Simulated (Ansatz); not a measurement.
A zone-centre phonon calculation of BaSn (Cmcm, 4 atoms in the cell) with Ansatz (an electronic-structure program).

Computed with LDA (PW92), PAW files made with PBE (plane waves; Ansatz).

```
BaSn
1.0
    2.68307    -6.36291     0.00000
    2.68307     6.36291     0.00000
    0.00000     0.00000     4.71514
Ba Sn
2 2
Direct
  0.13558   0.86442   0.25000
  0.86442   0.13558   0.75000
  0.42794   0.57206   0.25000
  0.57206   0.42794   0.75000
```

Reference input (self-consistent single point, DFT, PBEsol, plane waves, PAW files made with PBE): kpoints.mp_grid.grid = 5 5 5; hamiltonian.xc = pbesol; hamiltonian.pseudopotentials = {kind: paw} (the program's default PAW files); scf.occupations.method = fermi_dirac; scf.occupations.width = 0.05 eV. This run's input differs from it in these lines:

Ansatz 0.2 input:
```diff
@@ -14,3 +14,3 @@
 hamiltonian:
-  xc: pbesol
+  xc: lda
   pseudopotentials:
@@ -22,6 +22,4 @@
     width: 0.05
-output:
-  forces: true
-  eigenvalues: true
-  stress: true
+phonons:
+  method: dfpt
```

Output (repeated stretches shortened):

```
SCF iter   1: F=—  HF=-23323.456070 eV  |F-HF|=—  |Δ(HF+E_count)|=         —  Δρ=3.47e-2  dr2=5.32e0  ethr=3.10e-3  ⟨swp⟩=9.3  Hψ=4623  notcnv=0
all-band conjugate gradients solve this SCF's bands
preconditioner: auto → Kerker (q_TF=auto, 2.230 Å⁻¹)
SCF iter   2: F=—  HF=-23322.105008 eV  |F-HF|=—  |Δ(HF+E_count)|=    1.35e0  Δρ=1.79e-2  dr2=1.63e0  ethr=3.10e-3  ⟨swp⟩=3.3  Hψ=1847  notcnv=0
   [... lines left out ...]
SCF iter  10: F=—  HF=-23321.556498 eV  |F-HF|=—  |Δ(HF+E_count)|=   1.52e-9  Δρ=1.31e-6  dr2=5.14e-9  ethr=1.08e-10  ⟨swp⟩=2.1  Hψ=1271  notcnv=0
SCF iter  11: F=—  HF=-23321.556498 eV  |F-HF|=—  |Δ(HF+E_count)|=  6.08e-10  Δρ=3.12e-7  dr2=2.91e-10  ethr=1.07e-11  ⟨swp⟩=2.5  Hψ=1385  notcnv=0
SCF iter  12: F=—  HF=-23321.556498 eV  |F-HF|=—  |Δ(HF+E_count)|=  5.46e-11  Δρ=1.21e-7  dr2=2.33e-11  ethr=1.00e-12  ⟨swp⟩=2.7  Hψ=1270  notcnv=0
SCF iter  13: F=-23321.556498 eV  HF=-23321.556498 eV  |F-HF|=7.28e-12  |Δ(HF+E_count)|=  3.64e-12  Δρ=2.71e-8  dr2=1.99e-12  ethr=1.00e-12  ⟨swp⟩=8.4  Hψ=4107  notcnv=0
SCF 1 converged in 13 iterations: F = -23321.556498 eV  dr2 = 1.99e-12
DFPT response loops at Γ: preconditioner auto → Kerker (q_TF=auto, 2.230 Å⁻¹) (partly filled bands, converged f_vac=0.000) …
Free energy (F): -23321.556498 eV
Internal energy: -23321.543982 eV  (E = F + TS)
E sigma→0 (E₀):  -23321.550240 eV
Entropy (-TS):   -0.012516 eV (-3.129 meV/atom)
Fermi energy:    7.950097 eV
--- Phonons (Γ-DFPT): 6 representative perturbations + reference, on 27 of 125 k-points (Σ response iterations 18) ---
  k mesh reduced under 4 symmetry operations, with k and −k counted as one. Each operation leaves every solved displacement unchanged or reverses it
  ASR residual: 5.211e-5 → 0.000e0 eV/Å²; symmetrization residual: 2.522e-5 eV/Å²
  ASR residual per site (eV/Å²): 5.21e-5 5.21e-5 3.32e-5 3.32e-5
  Γ frequencies (cm⁻¹): 0.00 0.00 0.00 54.71 63.12 72.00 75.08 78.66 83.73 84.13 129.27 129.64
  non-analytic LO–TO correction: not included (Born effective charges unavailable; polar crystals: no LO–TO splitting at Γ)
```

The run converged in 13 iterations. 

Summary of the result:
| Item | Result |
|---|---|
| Free energy E − TS (on the zero of these files) | -23321.5565 eV |
| Fermi level (on the code's own zero) | 7.95 eV |
| Zone-centre frequencies (cm⁻¹; negative means imaginary) | 0, 0, 0, 55, 63, 72, 75, 79, 84, 84, 129, 130 |

The starting cell comes from a database of computed structures (which also holds hypothetical and non-ambient phases and stackings), without a prior relaxation at this level.

Cost on one core of a shared machine: roughly 30 s.
